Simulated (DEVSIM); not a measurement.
Device: Al/SiON/SiO2/p-Si capacitor, at 300 K.

| layer (left to right) | material | thickness (nm) | Na (cm⁻³) |
|---|---|---|---|
| 1 | SiON | 9.20 | - |
| 2 | SiO2 | 1.10 | - |
| 3 | Si | 390 | 1.1e18 |

Metal gate on the left, work function 4.1 eV. Fixed charge at the semiconductor interface 0 cm⁻² (in units of +e); no interface traps.

This is a model device: material constants are rounded textbook-type values typed into the input, and sizes, dopings and lifetimes were drawn at random. Values at 300 K.

| parameter | SiON | SiO2 | Si |
|---|---|---|---|
| gap (eV) | 7 | 9 | 1.124 |
| affinity (eV) | 1.4 | 0.9 | 4.05 |
| permittivity | 5.5 | 3.9 | 11.7 |
| Nc (cm⁻³) | - | - | 2.86e19 |
| Nv (cm⁻³) | - | - | 3.1e19 |

Simulated with DEVSIM: 1D Poisson equation in equilibrium, Boltzmann statistics, complete ionisation; no quantum confinement or tunnelling. Metal contacts follow the ideal Schottky-Mott rule: no Fermi-level pinning, no interface dipoles.

Problem. Tabulate band edges, carrier densities and field at 0.6 V on the gate.

Solution. Energies count from the Fermi level of the right contact; mesh points crowd at the junctions.

```csv
x (μm),Ec (eV),Ev (eV),n (cm⁻³),p (cm⁻³),field (V/cm)
0.000,2.100,-4.900,< 1e2,< 1e2,930000
0.001027,2.196,-4.804,< 1e2,< 1e2,930000
0.002725,2.354,-4.646,< 1e2,< 1e2,930000
0.005191,2.583,-4.417,< 1e2,< 1e2,930000
0.007942,2.839,-4.161,< 1e2,< 1e2,930000
0.009060,2.943,-4.057,< 1e2,< 1e2,930000
0.009677,3.519,-5.481,< 1e2,< 1e2,1300000
0.01038,0.453,-0.671,6.9e11,1.7e8,440000
0.01158,0.504,-0.620,9.6e10,1.2e9,420000
0.01394,0.598,-0.526,2.6e9,4.5e10,380000
0.01825,0.744,-0.380,9200000,1.3e13,300000
0.03178,0.998,-0.126,480,2.4e17,81000
0.05356,1.038,-0.087,110,1.1e18,500
0.09629,1.038,-0.086,110,1.1e18,≈ 0
0.2118,1.038,-0.086,110,1.1e18,≈ 0
0.3048,1.038,-0.086,110,1.1e18,≈ 0
0.3522,1.038,-0.086,110,1.1e18,≈ 0
0.3755,1.038,-0.086,110,1.1e18,≈ 0
0.3910,1.038,-0.086,110,1.1e18,≈ 0
0.3961,1.038,-0.086,110,1.1e18,≈ 0
0.3987,1.038,-0.086,110,1.1e18,≈ 0
0.4003,1.038,-0.086,110,1.1e18,≈ 0
```
